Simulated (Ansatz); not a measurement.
The reference is ZnS in the zinc blende structure (space group F-43m, No. 216; a = 5.357 Å).

Perturbation: cell and atoms relaxed at a pressure of 2.1 GPa.

Levels (all Ansatz, an electronic-structure program, PAW): PBEsol (420 eV, scalar-relativistic without spin-orbit coupling); r2SCAN (500 eV, no spin-orbit coupling); HSE06 (420 eV, scalar-relativistic without spin-orbit coupling).

One geometry, relaxed with PBEsol, under each level:

Notes on the quantities. hole mass: degenerate bands, along [100].

| level | band gap | lowest conduction level above the VBM at special points | electron mass | hole mass | pressure |
|---|---|---|---|---|---|
| PBEsol | 2.20 eV | Γ 2.20 eV; X 3.11 eV; L 3.28 eV; U 3.92 eV | 0.17 mₑ (at Γ) | 0.19, 0.64, 0.64 mₑ (at Γ) | 21.1 kbar |
| r2SCAN | 2.91 eV | Γ 2.91 eV; X 3.60 eV; L 3.91 eV; U 4.44 eV | 0.20 mₑ (at Γ) | 0.22, 0.64, 0.64 mₑ (at Γ) | 37.6 kbar |
| HSE06 | 3.58 eV | Γ 3.58 eV; X 4.26 eV; L 4.67 eV | – | – | – |

Single points use the geometry relaxed with PBEsol. Their cutoffs differ, which shifts pressures a little. Load acts through the strain it causes; cell and atoms are relaxed under it. Masses are band curvatures over ±0.01 Å⁻¹ around the edge. Stability against distortions was not tested. Tetrahedral semiconductors of this kind turn to denser phases somewhere between about 1 and 50 GPa; those were not computed, so compressed cells here can lie past the real transition.
